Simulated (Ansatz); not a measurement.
The starting structures come from a database of crystals and need not be the phases stable at ambient conditions.

Inside the gap of an insulator the Bloch states are evanescent, with a wavenumber k + iκ along the transport direction.

Here is the system:

```
CELL_PARAMETERS angstrom
      6.85999    -0.01373     0.00000
      1.71075     6.64326     0.00000
      2.57462    -3.32850     4.20803
ATOMIC_POSITIONS crystal
  Pd 0.50000 0.50000 0.50000
  Pd 0.00000 0.00000 0.50000
  Pb 0.75000 0.75000 0.00000
  Pb 0.25000 0.25000 0.00000
  F  0.03815 0.70139 0.16324
  F  0.96185 0.29861 0.83676
  F  0.53815 0.20139 0.50000
  F  0.46185 0.79861 0.50000
  F  0.70139 0.03815 0.83676
  F  0.29861 0.96185 0.16324
  F  0.20139 0.53815 0.50000
  F  0.79861 0.46185 0.50000
```

Space group of this cell: I4/mcm. The cell was relaxed by PBE-D3(BJ); by PBEsol its mean pressure is -2.9 GPa.

Transport runs along the normal of the first two printed cell vectors, the (110) plane of the conventional cell.

The gap is the functional's own. No spin-orbit coupling. Mid-gap values are interpolated on the energy grid.

Q: Estimate the band gap and the smallest decay constant κ at mid-gap that PBEsol in Ansatz (a quantum-chemistry and plane-wave program) returns for this system.

A: Gap 0.93 eV on a 8×8×8 mesh; κ = 0.290 1/Å, at the zone centre.
